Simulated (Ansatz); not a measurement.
Base system: Pt in the fcc (Cu type) structure (space group Fm-3m, No. 225; a = 3.895 Å; relaxed with 0.1 eV smearing). Axes: x, y, z lie along the cube axes.

All numbers come from LDA (Ansatz, a quantum-chemistry and plane-wave program, PAW, without spin-orbit coupling).

Perturbation: uniaxial strain ε_zz = −2.00 %, all other strain components held at zero, atoms relaxed at fixed cell.

Question: Predict the stress tensor and what it implies for the stiffness.

Answer: Stress of the strained cell less that of the base (GPa, compression positive):
```
    5.8     0.0     0.0
    0.0     5.8     0.0
    0.0     0.0     8.1
```

Then −Δσ_ii/ε with ε = -0.0200 gives secant stiffness values (nonlinear terms included at this strain): C33 ≈ 405 GPa, C13 ≈ 289 GPa and C23 ≈ 289 GPa.

As a check, the harmonic strain energy −½ V₀ Δσ:ε is 7.5 meV/atom; the computed energy rise is 7.3 meV/atom.

Stability against distortions was not tested. The final runs are not spin-polarised.
